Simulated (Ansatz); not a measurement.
Worked example: self-consistent single point of SrGaSi (P3m1, 3 atoms in the cell) in Ansatz (an electronic-structure program).

Level of theory: PBEsol, default PAW files made with PBE (plane waves; Ansatz).

The change in words: lattice scaled by 0.98; basis.ecutrho_ratio: default → 4. Reference geometry:
```xyz
3
Lattice="4.1921 0.0000 0.0000 -2.0961 3.6305 0.0000 0.0000 0.0000 4.7500" Properties=species:S:1:pos:R:3 pbc="T T T"
Sr     0.0000     0.0000     0.0500
Ga     0.0000     2.4203     2.3750
Si     2.0961     1.2102     2.3750
```

Reference input (self-consistent single point, DFT, PBEsol, plane waves, default PAW files made with PBE): basis.ecutwfc = 420 eV; kpoints.mp_grid.grid = 9 9 7; hamiltonian.xc = pbesol; hamiltonian.pseudopotentials = {kind: paw} (the program's default PAW files); scf.occupations.method = fermi_dirac; scf.occupations.width = 0.1 eV. This run's input differs from it in these lines:

Ansatz 0.2 input:
```diff
@@ -2,5 +2,5 @@
   lattice:
-    - [4.192119, 0.000000, 0.000000]
-    - [-2.096059, 3.630481, 0.000000]
-    - [0.000000, 0.000000, 4.750027]
+    - [4.108277, 0.000000, 0.000000]
+    - [-2.054138, 3.557871, 0.000000]
+    - [0.000000, 0.000000, 4.655026]
   atoms:
@@ -11,2 +11,3 @@
   ecutwfc: 420.0
+  ecutrho_ratio: 4
 kpoints:
```

Log, with long lists cut:

```
SCF iter   1: F=—  HF=-7858.440774 eV  |F-HF|=—  |Δ(HF+E_count)|=         —  Δρ=3.93e-3  dr2=2.03e-2  ethr=1.77e-3  ⟨swp⟩=6.8  Hψ=7415  notcnv=0
all-band conjugate gradients solve this SCF's bands
preconditioner: auto → Kerker (q_TF=auto, 2.339 Å⁻¹)
SCF iter   2: F=—  HF=-7858.436730 eV  |F-HF|=—  |Δ(HF+E_count)|=   4.04e-3  Δρ=2.49e-3  dr2=1.06e-2  ethr=7.52e-5  ⟨swp⟩=2.1  Hψ=2321  notcnv=0
   [... lines left out ...]
SCF iter   5: F=—  HF=-7858.433681 eV  |F-HF|=—  |Δ(HF+E_count)|=   7.56e-6  Δρ=1.45e-4  dr2=1.51e-5  ethr=3.22e-7  ⟨swp⟩=2.1  Hψ=1927  notcnv=0
SCF iter   6: F=—  HF=-7858.433672 eV  |F-HF|=—  |Δ(HF+E_count)|=   9.73e-6  Δρ=3.76e-5  dr2=1.52e-6  ethr=5.60e-8  ⟨swp⟩=2.0  Hψ=1903  notcnv=0
SCF iter   7: F=—  HF=-7858.433671 eV  |F-HF|=—  |Δ(HF+E_count)|=   3.58e-7  Δρ=1.40e-5  dr2=2.24e-7  ethr=5.62e-9  ⟨swp⟩=2.3  Hψ=1984  notcnv=0
SCF iter   8: F=-7858.433671 eV  HF=-7858.433671 eV  |F-HF|=9.09e-11  |Δ(HF+E_count)|=   4.20e-8  Δρ=3.01e-6  dr2=8.85e-9  ethr=3.70e-10  ⟨swp⟩=6.3  Hψ=5993  notcnv=0
SCF 1 converged in 8 iterations: F = -7858.433671 eV  dr2 = 8.85e-9
Free energy (F): -7858.433671 eV
Internal energy: -7858.399910 eV  (E = F + TS)
E sigma→0 (E₀):  -7858.416791 eV
Entropy (-TS):   -0.033761 eV (-11.254 meV/atom)
Fermi energy:    9.040824 eV
--- Forces (eV/Å), atoms counted from 1 ---
  atom   1  Sr    -0.00000000    -0.00000000    -0.21944212
  atom   2  Ga     0.00000000     0.00000000     0.10409748
  atom   3  Si    -0.00000000    -0.00000000     0.11533978
--- Stress (GPa, compression-positive) ---
        2.564963       0.000000       0.000000
        0.000000       2.564963       0.000000
        0.000000       0.000000       0.323139
  P = ⅓ Tr σ = 1.8177 GPa (18.177 kbar)
  The stress holds the Pulay correction. Without it, at fixed plane waves, as pw.x and ABINIT print it: P = 1.7955 GPa
```

The run converged in 8 iterations. Against the reference run the free energy hardly moves (within 1 meV/atom), the pressure goes from -1.79 to 1.82 GPa and the largest force goes from 0.181 to 0.219 eV/Å.

The starting cell comes from a database of computed structures (which also holds hypothetical and non-ambient phases and stackings), without a prior relaxation at this level. Its lattice was rescaled by up to half a per cent. One atom was moved a little off its site on purpose. For this run, on top of that: lattice scaled by 0.98. Ansatz's pressure includes its estimate of the finite-basis (Pulay) stress.
